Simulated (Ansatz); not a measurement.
The parent structure is CoSn (space group P6/mmm, No. 191; a = 5.242 Å, c = 4.188 Å; non-magnetic). Axes: x lies along a and z along c of the hexagonal cell.

All numbers come from Ansatz (a first-principles code) r2SCAN, no spin-orbit coupling.

Base values:

- Pressure: 0.0 GPa

Perturbation: tensor shear ε_xy = −0.46 % (engineering shear γ = -0.0092); the atoms relax in the strained cell.

Predict the new energy relative to the base.

The energy increases by 0.3 meV/atom.

What does the calculation give for the pressure after the change?

The pressure (mean of the normal stresses, compression positive) is still 0.0 GPa.

Without a gap, meshes like the base's 10×10×11 leave anisotropic stresses uncertain by several tenths of a GPa, and small strain energies with them. Stability against distortions was not tested. Starting moments died away, wholly or in part, for the base; another magnetic solution may exist. The final runs are not spin-polarised.
